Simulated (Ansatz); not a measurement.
The reference is SiC in the wurtzite structure (space group P6_3mc, No. 186; a = 3.076 Å, c = 5.048 Å). Axes: x lies along a and z along c of the hexagonal cell.

The values are results of DFT with PBEsol, PAW potentials and a 420 eV plane-wave cutoff in Ansatz (an electronic-structure program), no spin-orbit coupling, not measurements.

The change: tensor shear ε_xz = +1.33 % (engineering shear γ = 0.0266); the atoms relax in the strained cell.

Problem. Predict the stress tensor and what it implies for the stiffness.

Solution. Stress of the strained cell less that of the base (GPa, compression positive):
```
  -0.08    0.00   -3.98
   0.00    0.06    0.00
  -3.98    0.00    0.07
```

Then −Δσ/γ with γ = 2ε = 0.0266 gives secant stiffness values (nonlinear terms included at this strain): C55 ≈ 150 GPa.

Stability against distortions was not tested.
